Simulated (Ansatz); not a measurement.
Ansatz (a program for electronic structure) run on CsHO (Cmc2_1, 6 atoms in the cell): dielectric-response calculation.

Computed with LDA (PW92), default PAW files made with PBE (plane waves; Ansatz).

```xyz
6
Lattice="2.1547 -5.6743 0.0000 2.1547 5.6743 0.0000 0.0000 0.0000 4.4908" Properties=species:S:1:pos:R:3 pbc="T T T"
Cs     2.1547    -4.1040     3.3083
Cs     2.1547     4.1040     1.0629
H      2.1547    -0.3746     2.7286
H      2.1547     0.3746     0.4832
O      2.1547    -1.0402     3.4373
O      2.1547     1.0402     1.1919
```

Reference input (self-consistent single point, DFT, LDA (PW92), plane waves, default PAW files made with PBE): basis.ecutwfc = 420 eV; kpoints.mp_grid.grid = 6 6 6; hamiltonian.xc = lda; hamiltonian.pseudopotentials = {kind: paw} (the program's default PAW files); scf.occupations.method = fixed. This run's input differs from it in these lines:

Ansatz 0.2 input:
```diff
@@ -16,3 +16,3 @@
 kpoints:
-  mp_grid: { grid: [6, 6, 6] }
+  mp_grid: { grid: [10, 10, 9], shift: [0.5, 0.5, 0.5] }
 hamiltonian:
@@ -22,6 +22,4 @@
   occupations: { method: fixed }
-output:
-  forces: true
-  eigenvalues: true
-  stress: true
+dielectric:
+  field_mesh: kpoints
```

The program printed (abridged):

```
SCF iter   1: F=—  HF=-12154.632571 eV  |F-HF|=—  |Δ(HF+E_count)|=         —  Δρ=8.98e-3  dr2=8.84e-2  ethr=1.77e-3  ⟨swp⟩=4.4  Hψ=44519  notcnv=0  defer=1775
all-band conjugate gradients solve this SCF's bands
preconditioner: auto → Resta (q_TF=auto, 2.221 Å⁻¹)
SCF iter   2: F=—  HF=-12154.612763 eV  |F-HF|=—  |Δ(HF+E_count)|=   1.98e-2  Δρ=4.31e-3  dr2=1.03e-2  ethr=2.76e-4  ⟨swp⟩=2.0  Hψ=17075  notcnv=0  defer=1800
   [... lines left out ...]
SCF iter   6: F=—  HF=-12154.609281 eV  |F-HF|=—  |Δ(HF+E_count)|=   6.54e-7  Δρ=2.53e-5  dr2=9.16e-7  ethr=7.64e-8  ⟨swp⟩=2.2  Hψ=14676  notcnv=0  defer=864
SCF iter   7: F=—  HF=-12154.609281 eV  |F-HF|=—  |Δ(HF+E_count)|=   3.22e-7  Δρ=4.49e-6  dr2=2.92e-8  ethr=2.86e-9  ⟨swp⟩=2.6  Hψ=14563  notcnv=0  defer=708
SCF iter   8: F=—  HF=-12154.609281 eV  |F-HF|=—  |Δ(HF+E_count)|=   2.07e-9  Δρ=9.41e-7  dr2=9.89e-10  ethr=9.14e-11  ⟨swp⟩=2.4  Hψ=15911  notcnv=0  defer=708
SCF iter   9: F=-12154.609281 eV  HF=-12154.609281 eV  |F-HF|=1.82e-11  |Δ(HF+E_count)|=  3.15e-10  Δρ=2.20e-7  dr2=4.31e-11  ethr=1.00e-12  ⟨swp⟩=9.9  Hψ=49983  notcnv=0
SCF 1 converged in 9 iterations: F = -12154.609281 eV  dr2 = 4.31e-11
DFPT response loops at Γ: preconditioner auto → none (the input reference at scf.mixing.eps_inf says where Resta's filter doesn't serve); β = 0.50 …
Free energy (F): -12154.609281 eV
Internal energy: -12154.609281 eV  (E = F + TS)
E sigma→0 (E₀):  -12154.609281 eV
Fermi energy:    4.307355 eV
--- Dielectric response (ions clamped): 3 representative field directions + reference, on 450 of 900 k-points (Σ response iterations 26) ---
  k mesh reduced under 1 symmetry operation, with k and −k counted as one. Each operation leaves every solved perturbation unchanged …
  ε∞ (high-frequency dielectric tensor):
        3.042517     0.000000     0.000000
   [... lines left out ...]
         0.00000   -1.68148    0.00421
        -0.00000   -0.01652   -1.82978
    site 5:
        -1.60511    0.00000    0.00000
         0.00000   -1.68148   -0.00421
        -0.00000    0.01652   -1.82978
  Z* charge neutrality: 1.081e-5 e pre-enforcement
  k-mesh period / interband length: 43.1 Å / 1.34 Å = 32.12 at k = (0.0500, -0.0500, -0.0556), direct gap 3.754 eV — 14 or more, which is no proof of convergence
```

The run converged in 9 iterations. 

Summary of the result:
| Item | Result |
|---|---|
| Free energy E − TS (on the zero of these files) | -12154.6093 eV |
| Top of the valence band (on the code's own zero) | 4.31 eV |
| Gap on the k-point mesh | 3.75 eV |
| ε∞ at this k-point mesh, which may be far from converged in small-gap cells (xx, yy, zz) | 3.04, 3.00, 3.00 |
| Born charges at this mesh (mean of the diagonal, e) | Cs 1.33, Cs 1.33, H 0.37, H 0.37, O -1.71, O -1.71 |

The starting cell comes from a database of computed structures (which also holds hypothetical and non-ambient phases and stackings), without a prior relaxation at this level. Its lattice was rescaled by up to half a per cent. The shifted mesh does not hold Γ, so a gap read on it misses any band edge there.

Cost on one core of a shared machine: roughly 20 min.
